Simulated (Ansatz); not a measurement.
Output of an Ansatz run (abridged):

```
WARN ansatz: RAYON_NUM_THREADS=1 ignored (pool sized by the plan → 1); use --threads N
Pseudopotentials: kind: paw
Pseudopotential: Lu, paw, valence charge 25
Pseudopotential: Tl, paw, valence charge 13
Pseudopotential: C, paw, valence charge 4
Crystal: 5 atoms, lattice volume = 105.947 Å³
Basis set: ecut = 420 eV, 2103 PW (Γ)
Bands: 56, of which v1, the nominal top of the filled ones, is band 46 counted from 1 (45 counted from 0)
Symmetry: 48 space group operations
Space group: Pm-3m (ITA 221), of the structure as read, at distance tolerance 4.7e-5 Å
k-points: 20 of 343
PAW frozen core: Lu, regenerated for the run's functional, and the local potential with it
PAW frozen core: Tl, regenerated for the run's functional, and the local potential with it
PAW frozen core: C, regenerated for the run's functional, and the local potential with it
Initial density: superposition of atomic densities (neutral atoms: chi_scale 0, normalization atom), corrected by the library's trained network
Initial wavefunctions: pseudopotential atomic-orbital guess
Eigensolver: davidson
Functional: x = slater, c = lda
SCF iter   1: F=—  HF=-54871.409509 eV  |F-HF|=—  |Δ(HF+E_count)|=         —  Δρ=5.25e-3  dr2=2.68e-2  ethr=1.77e-3  ⟨swp⟩=7.2  Hψ=4852  notcnv=0  defer=3
all-band conjugate gradients solve this SCF's bands
preconditioner: auto → Resta (q_TF=auto, 2.665 Å⁻¹)
SCF iter   2: F=—  HF=-54871.394037 eV  |F-HF|=—  |Δ(HF+E_count)|=   1.55e-2  Δρ=2.45e-3  dr2=3.27e-3  ethr=2.91e-5  ⟨swp⟩=3.0  Hψ=3101  notcnv=0  defer=11
SCF iter   3: F=—  HF=-54871.393347 eV  |F-HF|=—  |Δ(HF+E_count)|=   6.90e-4  Δρ=1.52e-3  dr2=1.15e-3  ethr=3.56e-6  ⟨swp⟩=3.1  Hψ=2322  notcnv=0  defer=11
SCF iter   4: F=—  HF=-54871.393103 eV  |F-HF|=—  |Δ(HF+E_count)|=   2.44e-4  Δρ=7.12e-4  dr2=3.69e-4  ethr=1.25e-6  ⟨swp⟩=3.0  Hψ=2555  notcnv=0  defer=11
SCF iter   5: F=—  HF=-54871.393066 eV  |F-HF|=—  |Δ(HF+E_count)|=   3.73e-5  Δρ=2.26e-4  dr2=4.14e-5  ethr=4.01e-7  ⟨swp⟩=2.8  Hψ=1998  notcnv=0  defer=11
SCF iter   6: F=—  HF=-54871.393068 eV  |F-HF|=—  |Δ(HF+E_count)|=   2.08e-6  Δρ=6.45e-5  dr2=5.32e-6  ethr=4.50e-8  ⟨swp⟩=2.0  Hψ=1615  notcnv=0  defer=11
SCF iter   7: F=—  HF=-54871.393068 eV  |F-HF|=—  |Δ(HF+E_count)|=   6.13e-7  Δρ=1.01e-5  dr2=1.43e-7  ethr=5.78e-9  ⟨swp⟩=2.0  Hψ=1796  notcnv=0  defer=11
SCF iter   8: F=-54871.393068 eV  HF=-54871.393068 eV  |F-HF|=9.39e-9  |Δ(HF+E_count)|=   3.22e-9  Δρ=4.40e-6  dr2=9.50e-9  ethr=1.09e-10  ⟨swp⟩=13.2  Hψ=7361  notcnv=0
SCF 1 converged in 8 iterations: F = -54871.393068 eV  dr2 = 9.50e-9
SCF converged after 8 iterations
Free energy (F): -54871.393068 eV
Harris-Foulkes:  -54871.393068 eV  (|F-HF|=9.39e-9)
Internal energy: -54871.390651 eV  (E = F + TS)
E sigma→0 (E₀):  -54871.391859 eV
Entropy (-TS):   -0.002416 eV (-0.483 meV/atom)
Fermi energy:    14.327080 eV
--- Per-component energies (eV) ---
  E_band       = 161.504084
  E_kinetic    = 1686.900334
  E_local      = -21028.121212  (includes V_loc(G=0)·N_el)
  E_nonlocal   = 2108.965603
  E_hartree    = 8813.042679
  E_xc         = -927.734421
  E_vxc        = -979.015876  (∫ρ·V_xc dr)
  E_paw        = -31371.319606  (= ΣΔE_a)
  E_vpaw       = 746.687323  (= ΣTr[D̂ρ^β])
  E_aug_tail   = 0.000135  (compensation charges beyond the density's cutoff)
  E_ewald      = -14160.001341
  E_core_change = 6.877176  (= ΣΔE_core)
  E_smearing   = -0.002416  (= −TS)
  E_closure    = 0.000000  (closes the sum)
  Σ components = -54871.393068   (vs F -54871.393068, Δ=0.00e0)
--- Forces (eV/Å), atoms counted from 1 ---
  atom   1  Lu     0.00000000    -0.00000000     0.00000000
   [... zero for the other atoms too ...]
  max |Σ_I F_I| component: 2.39e-28 eV/Å
--- Stress (GPa, compression-positive) ---
       -4.327006       0.000000       0.000000
        0.000000      -4.327006       0.000000
        0.000000       0.000000      -4.327006
  P = ⅓ Tr σ = -4.3270 GPa (-43.270 kbar)
  The stress holds the Pulay correction. Without it, at fixed plane waves, as pw.x and ABINIT print it: P = -4.4305 GPa
--- Band table (eV; the first three rows and the last of 20) ---
  k-point 0: bands = ["-41.3439", "-41.2961", "-41.2961", "-12.3014", "-12.3014", "-12.3014", "-12.0615", "-12.0615", "-12.0615", "-11.7832", "-11.7832", "-11.7832", "3.5832", "3.5832", "3.5988", "3.5988", "3.5988", "3.9193", "7.0191", "9.7562", [...]
  k-point 1: bands = ["-41.3418", "-41.2982", "-41.2961", "-12.2883", "-12.2883", "-12.2831", "-12.0658", "-12.0658", "-12.0632", "-11.8095", "-11.7929", "-11.7929", "3.5896", "3.5954", "3.5997", "3.6042", "3.6042", "4.0542", "7.1254", "9.7570", [...]
  k-point 2: bands = ["-41.3361", "-41.3039", "-41.2961", "-12.2542", "-12.2542", "-12.2325", "-12.0796", "-12.0796", "-12.0672", "-11.8782", "-11.8154", "-11.8154", "3.6017", "3.6039", "3.6161", "3.6161", "3.6226", "4.3925", "7.3874", "9.7464", [...]
  k-point 19: bands = ["-41.3135", "-41.3111", "-41.3111", "-12.4294", "-12.2986", "-12.2962", "-12.2962", "-11.9194", "-11.9194", "-11.9156", "-11.7178", "-11.7178", "3.5723", "3.5728", "3.5728", "3.6785", "3.6785", "6.2127", "8.0984", "9.7623", [...]
```

The structure:

```
CELL_PARAMETERS angstrom
      4.73183     0.00000     0.00000
      0.00000     4.73183     0.00000
      0.00000     0.00000     4.73183
ATOMIC_POSITIONS crystal
  Lu 0.50000 0.00000 0.50000
  Lu 0.00000 0.50000 0.50000
  Lu 0.50000 0.50000 0.00000
  Tl 0.00000 0.00000 0.00000
  C  0.50000 0.50000 0.50000
```

Reconstruct the input of this run.

Other spellings and defaults could give the same log, and not every line can be read from it. The input that was run (DFT, LDA (PW92), plane waves, default PAW files made with PBE):

Ansatz 0.2 input:
```yaml
crystal:
  lattice:
    - [4.731832, 0.000000, 0.000000]
    - [0.000000, 4.731832, 0.000000]
    - [0.000000, 0.000000, 4.731832]
  atoms:
    - { symbol: Lu, position: [0.500000, 0.000000, 0.500000] }
    - { symbol: Lu, position: [0.000000, 0.500000, 0.500000] }
    - { symbol: Lu, position: [0.500000, 0.500000, 0.000000] }
    - { symbol: Tl, position: [0.000000, 0.000000, 0.000000] }
    - { symbol: C, position: [0.500000, 0.500000, 0.500000] }
basis:
  ecutwfc: 420.0
kpoints:
  mp_grid: { grid: [7, 7, 7] }
hamiltonian:
  xc: lda
  pseudopotentials: { kind: paw }
scf:
  occupations: { method: gaussian, width: 0.1 }
output:
  forces: true
  eigenvalues: true
  stress: true
```

The starting cell comes from a database of computed structures (which also holds hypothetical and non-ambient phases and stackings), without a prior relaxation at this level. Its lattice was rescaled by up to half a per cent. Spin-orbit coupling is off. With a pressure of about -4 GPa the cell is away from its equilibrium volume at this level. Ansatz's pressure includes its estimate of the finite-basis (Pulay) stress.

Ansatz is an electronic-structure program.
